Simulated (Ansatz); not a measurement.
Consider O vacancy in rock-salt CaO, charge state +2. The step: one O atom jumps into the vacancy from a nearby O site; the atom moves 3.28 Å along (0.00, 0.48, 0.48) of the unit cell; the moving atom starts with neighbours 2 Ca at 2.38, 2 Ca at 2.41, 2 Ca at 2.47 Å and ends with 2 Ca at 2.38, 2 Ca at 2.41, 2 Ca at 2.46 Å. A PBE band in Ansatz (plane-wave PAW, the Γ point alone, 64 host sites, 28 SCF runs with any check of the saddle's order, static, no finite-size correction) gives a forward barrier of 1.59 eV. The saddle point's order was not checked, and it lies on a symmetry element of the cell, where a band can be held. The charge state is imposed; whether it is stable for some Fermi level was not computed. Forms of the defect that were not tried may lie lower.

Single points at the band's start and saddle point can refine it. Rough cost of one point, in units of the band's mean SCF on the same machine:

```
Level                                             Cost of one point
------------------------------------------------  -----------------
PBE, a 2×2×2 k-point mesh shifted by half a step            about 7
r2SCAN at 500 eV, the Γ point alone                         about 3
```

Problem. Which of these move the barrier by more than 0.1 eV, and how far does each move it?

Solution. PBE, a 2×2×2 k-point mesh shifted by half a step: +0.17 eV; r2SCAN at 500 eV, the Γ point alone: +0.12 eV. Each functional is compared with PBE at the same k-points.

Ansatz is a program for electronic structure.
